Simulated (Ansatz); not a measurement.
Data:

```
CELL_PARAMETERS angstrom
      4.35959     0.00000     0.00000
      0.00000     4.41714     6.28423
      0.00000    -4.41714     6.28423
ATOMIC_POSITIONS crystal
  Te 0.50000 0.11446 0.65704
  Te 0.00000 0.10729 0.10729
  Te 0.00000 0.62553 0.62553
  Te 0.50000 0.65704 0.11446
  Mg 0.00000 0.49687 0.00279
  Mg 0.50000 0.49663 0.49663
  Be 0.50000 0.99938 0.99938
  Mg 0.00000 0.00279 0.49687
```

No spin polarisation.

Calculations: PBEsol (Ansatz, an electronic-structure program; PAW; 420 eV plane waves; no SOC). Γ-centred 8×5×5 mesh, Fermi–Dirac width 0.05 eV.

Predict the gap character, band gap and valence-band top at Γ.


* **Gap character (in this cell's own zone, which can be folded)**: direct at Γ
* **Band gap**: 2.07 eV
* **Valence-band top at Γ (three highest levels, from the VBM)**: 0.00, -0.13, -0.15 eV

These are small ordered cells, not random alloys; other orderings at the same x differ. With Te present, leaving out spin-orbit coupling can change the band edges. No phonon test of stability was made. The cell was made from BeTe by this change: x(Mg) = 0.75, 8 atoms, Amm2.
